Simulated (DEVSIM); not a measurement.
System: Ru/Al2O3/n-InP capacitor, at 300 K.

Layer 1 from the left is Al2O3, thickness (nm) 3.30. Layer 2 from the left is InP, thickness (nm) 13000, Nd (cm⁻³) 2.2e15.

Metal gate on the left, work function 4.7 eV. Fixed charge at the semiconductor interface -5.1e10 cm⁻² (in units of +e); no interface traps.

This is a model device: material constants are rounded textbook-type values typed into the input, and sizes, dopings and lifetimes were drawn at random. Values at 300 K.

Al2O3: gap (eV) 6.8, affinity (eV) 1.35, permittivity 9. InP: gap (eV) 1.344, affinity (eV) 4.38, permittivity 12.5, Nc (cm⁻³) 5.7e17, Nv (cm⁻³) 1.1e19.

DEVSIM, 1D Poisson equation in equilibrium, Boltzmann statistics, complete ionisation; no quantum confinement or tunnelling. Metal contacts follow the ideal Schottky-Mott rule: no Fermi-level pinning, no interface dipoles.

Q: What does the simulation give for the threshold voltage (band bending 2φF), the flat-band voltage, the minimum of the low-frequency capacitance?

A: threshold voltage (band bending 2φF) -0.81 V; flat-band voltage 0.18 V; minimum of the low-frequency capacitance 0.0153 μF/cm².
